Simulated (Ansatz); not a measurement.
Consider ZrO$_{2}$ (space group P4_2/nmc, No. 137; a = 3.621 Å, c = 5.284 Å).

(Cell as relaxed with PBE.)

Levels (all Ansatz, a program for electronic structure, PAW, earlier PAW set): PBE (420 eV, no spin-orbit coupling); r2SCAN (500 eV, no spin-orbit coupling).

Each level relaxes its own structure.

```tsv
quantity	PBE	r2SCAN
volume per atom	11.55 Å³	___
lattice parameter a	3.621 Å	___
lattice parameter c	5.284 Å	___
band gap	4.04 eV	___
gap character	indirect, k = (0.222, 0.222, 0) in the run's primitive reciprocal basis → Γ	___
electron mass	2.3 mₑ along c, 0.61 mₑ across	___
```

Problem. Given the PBE results, estimate those of r2SCAN.

Solution. 
- volume per atom, r2SCAN: 11.30 Å³
- lattice parameter a, r2SCAN: 3.601 Å
- lattice parameter c, r2SCAN: 5.230 Å
- band gap, r2SCAN: 4.60 eV
- gap character, r2SCAN: indirect, k = (0.222, 0.222, 0) in the run's primitive reciprocal basis → Γ
- electron mass, r2SCAN: 2.2 mₑ along c, 0.63 mₑ across

PBE's volume per atom lies 0.242 Å³ above r2SCAN's (2.1 %); PBE's lattice parameter a lies 0.020 Å above r2SCAN's (0.5 %); PBE's lattice parameter c lies 0.054 Å above r2SCAN's (1.0 %); PBE's band gap lies 0.56 eV below r2SCAN's; the two agree on the gap character. Neither level is exact; r2SCAN is the comparison here, not a measurement.

Effective masses come from finite differences of ±0.01 Å⁻¹. Stability against distortions was not tested. This is not the structure that ZrO2 has at room temperature and ambient pressure.
